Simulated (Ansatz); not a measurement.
Band structure of Sr3P2 (Pm-3m, 5 atoms in the cell).

```yaml
crystal:
  lattice:
    - [5.67000, 0.00000, 0.00000]
    - [0.00000, 5.67000, 0.00000]
    - [0.00000, 0.00000, 5.67000]
  atoms:
    - { symbol: Sr, position: [0.00000, 0.50000, 0.50000] }
    - { symbol: Sr, position: [0.50000, 0.00000, 0.50000] }
    - { symbol: Sr, position: [0.50000, 0.50000, 0.00000] }
    - { symbol: P, position: [0.00000, 0.00000, 0.00000] }
    - { symbol: P, position: [0.50000, 0.50000, 0.50000] }
```

Computed with PBEsol, PAW files made with PBE (plane waves; Ansatz, a quantum-chemistry and plane-wave program).

Settings: kpoints.mp_grid.grid = 6 6 6; hamiltonian.xc = pbesol; hamiltonian.pseudopotentials = {kind: paw} (the program's default PAW files); scf.occupations.method = fermi_dirac; scf.occupations.width = 0.136 eV; kpoints.band_path.npoints = 8.

The starting cell comes from a database of computed structures (which also holds hypothetical and non-ambient phases and stackings), without a prior relaxation at this level. The run gives no clean gap (levels at the Fermi energy touch, overlap or are partly filled at this smearing), which alone does not show that the compound is a metal.

Levels in eV from the Fermi level, bands 17 to 24:
| point | 17 | 18 | 19 | 20 | 21 | 22 | 23 | 24 |
|---|---|---|---|---|---|---|---|---|
| Γ | -1.30 | -0.26 | -0.25 | -0.25 | -0.25 | 0.66 | 0.66 | 0.85 |
| X | -1.39 | -1.39 | -0.86 | -0.86 | 1.13 | 1.14 | 1.67 | 2.42 |
| M | -1.64 | -1.20 | -1.20 | -0.90 | 1.86 | 1.87 | 1.87 | 1.93 |
| R | -3.13 | -1.14 | -1.14 | -1.14 | 1.94 | 1.94 | 1.94 | 2.09 |

Bands cross the Fermi level along this path, so the cell is metallic at this level.

Keys are those of Ansatz 0.2.
